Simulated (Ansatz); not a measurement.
# β-phase Si₃N₄ (model structure): properties by level of theory

| level (code) | lattice parameter a (Å) | c axis length (Å) |
|---|---|---|
| LDA (Ansatz) | 7.574 | 2.891 |
| PBE (Ansatz) | 7.664 | 2.927 |
| PBEsol (Ansatz) | (withheld) | (withheld) |
| r²SCAN (Ansatz) | 7.606 | 2.906 |

Q: Fill in the missing entries.

A: 
- PBEsol (Ansatz, a program for electronic structure), lattice parameter a (Å): 7.625
- PBEsol (Ansatz), c axis length (Å): 2.910

Ansatz's density-functional and Hartree–Fock values are scalar-relativistic unless marked +SOC, with PAW data made under PBE.

The computed numbers hold no vibrational or temperature effects.

A model structure was made by putting elements into a prototype or built by hand; here it ended with the formula and space group of a phase in our tables.
